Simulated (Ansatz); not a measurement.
Functionals compared on the (0001) surface of wurtzite GaN, Ga-terminated, OH on every top atom (bottom of the slab: 3 H on 4 bottom sites), in Ansatz (plane waves, PAW). The structure was relaxed with PBE; the other rows are single points on it. Cutoff 420 eV (500 eV for r2SCAN).

Set-up: 51 atoms, 14.7 Å thick at the start with caps and adatoms; mesh 4x4x1; 0.025 eV smearing; dipole correction on; 8 atoms held, the rest relaxed; no symmetry held; spin-polarised, ending with about 0.8 μB a cell, a value that depends on the mesh; orders that need a larger cell were not tried, no spin-orbit, no U. The slab shows no gap on its mesh. It is one candidate, not shown to be the stable structure of the face. These notes are the PBE run's. r2SCAN: The program's check for a lower electronic state was not made.

```csv
functional,work function of the top face (eV),rough cost of the single point
PBE,7.23,–
r2SCAN,7.51,very roughly 40 core-minutes
```

Ansatz is an electronic-structure program.
